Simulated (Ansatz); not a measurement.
End structure of a constructed model of the (100) surface of fcc Ir, a pseudomorphic layer of Al in the host's stacking (bottom of the slab: a bare face, its two planes held):

```xyz
7
Lattice="2.7372 0.0000 0.0000 0.0000 2.7372 0.0000 0.0000 0.0000 28.0000" Properties=species:S:1:pos:R:3 pbc="T T T"
Ir     1.3686     1.3686     8.1915
Ir     0.0000     0.0000    10.1270
Ir     1.3686     1.3686    12.0563
Ir     0.0000     0.0000    14.0117
Ir     1.3686     1.3686    15.9149
Ir     0.0000     0.0000    17.8769
Al     1.3686     1.3686    19.6529
```

Slab: 7 atoms, 11.6 Å thick at the start; k 14x14x1, smearing 0.1 eV, dipole-corrected; 2 atoms held, the rest relaxed; start symmetry kept, larger cells not searched; no spin, no spin-orbit, no U. It is one candidate, not shown to be the stable structure of the face.

Question: Estimate the work function of the top face that PBE in Ansatz (a first-principles code) returns for this input.

Answer: 4.81 eV
